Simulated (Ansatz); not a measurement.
Response to strain in BN

Base system: BN in the zinc blende structure (space group F-43m, No. 216).

```
BN
1.0
    0.00000     1.80285     1.80285
    1.80285     0.00000     1.80285
    1.80285     1.80285     0.00000
N B
1 1
Direct
  0.75000   0.75000   0.75000
  0.00000   0.00000   0.00000
```

Cartesian axes are those of the cell as printed.

Strains are applied to the cell and any free atomic positions relax; under biaxial strain the out-of-plane vector relaxes too.

Computed with PBEsol (Ansatz, a program for electronic structure; PAW; 420 eV plane waves; scalar-relativistic without spin-orbit coupling).

Candidates:
(a) uniaxial strain ε_yy = +5.26 %
(b) uniaxial strain ε_xx = +3.43 %
(c) strain tensor (xx, yy, zz, yz, xz, xy) = (−1.13, −0.38, +0.70, −0.34, +1.30, +2.03) %
(d) biaxial strain +0.69 %, plane normal [001], relaxed out of plane

Notes on the quantities. energy relative to the base: free energy F.

Q: Order them by energy relative to the base, lowest first.

A: (d) biaxial strain +0.69 %, plane normal [001], relaxed out of plane (+1.5 meV/atom), (b) uniaxial strain ε_xx = +3.43 % (+17 meV/atom), (c) strain tensor (xx, yy, zz, yz, xz, xy) = (−1.13, −0.38, +0.70, −0.34, +1.30, +2.03) % (+23 meV/atom), (a) uniaxial strain ε_yy = +5.26 % (+39 meV/atom)

Stability against distortions was not tested.
